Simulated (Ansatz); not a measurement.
Stishovite (SiO2), relaxed in Ansatz (plane waves) with several semilocal functionals. Each gives its own volume and its own elastic constant C11:

```tsv
level	V0 (Å³/atom)	elastic constant C11 (GPa)	ln V0	ln C11
LDA	7.659	451.4	2.0359	6.1124
r²SCAN	7.790	452.0	2.0528	6.1137
PBE	8.047	386.9	2.0853	5.9582
```

**Question.** Fit a straight line to ln C11 against ln V0. What does it predict for PBEsol, whose volume is 7.855 Å³/atom?

**Answer.** With x = ln V0 and y = ln C11: means 2.05800 and 6.06143; Σ(Δx Δy) = -0.004216, Σ(Δx²) = 0.001261, so the slope is -3.34. At x = 2.0612 the line gives y = 6.06143 + (-3.34) × (2.0612 − 2.05800) = 6.0507, or 424.4 GPa. The run with PBEsol gives 419.8 GPa, -1.1 % from the line. The rows used scatter about it by up to 3.6 %, while the largest value lies 17 % above the smallest.

Measured: 462 GPa (measured, temperature not stated, not corrected to a static lattice; as tabulated in Lakshtanov, Sinogeikin, Hellwig, Katsura, Bass et al., AGU Fall Meeting 2007 …).

Ansatz's density-functional and Hartree–Fock values are scalar-relativistic unless marked +SOC, with PAW data made under PBE.

Ansatz is a quantum-chemistry and plane-wave program.
